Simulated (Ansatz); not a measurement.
BN under load (space group P6_3mc), PBE, rigid bands in Ansatz (a first-principles code). Condition of this run: hydrostatic pressure of 18 GPa (compression positive) (the target of the relaxation). Band gap 5.09 eV, N_c = 1.32e19 cm⁻³ and N_v = 4.68e19 cm⁻³ at 300 K, conductivity masses along x (a = (2.50, 0.00, 0.00) Å; b = (-1.25, 2.17, 0.00) Å; c = (0.00, 0.00, 4.14) Å) of 0.502 mₑ (electrons) and 0.835 mₑ (holes). Take k_BT = 0.02585 eV.

What thermal injection velocity √(2k_BT/πm) limits a ballistic channel along the direction named?

7.59e6 cm/s for electrons and 5.89e6 cm/s for holes, a ratio of √(m_h/m_e) = 1.29, for dilute carriers.

Find the intrinsic carrier density and the intrinsic Fermi level.

n_i = √(N_c N_v) exp(−E_g/2k_BT) = 2.49e19 × exp(−98.44) = 4.4e-24 cm⁻³. The level lies (k_BT/2) ln(N_v/N_c) = 16 meV from mid-gap (positive towards the conduction band). Each 0.1 eV added to the gap lowers n_i by a factor of 6.9.

A film of it is 2 nm thick, with its normal along the direction named. Estimate the confinement energies in an infinite well.

ħ²π²/(2m t²) = 0.376 eV·nm²/(m/mₑ × t²) gives 187 meV for electrons and 113 meV for holes, so the gap would widen to about 5.39 eV. Finite barriers and nonparabolic bands lower this, and with several valleys or bands the heaviest mass along the normal sets the lowest level, not this average.

Rigid bands with the computed gap; masses take one relaxation time for all states. Spin-orbit coupling is left out. Geometry: cell and atoms relaxed with PBEsol.
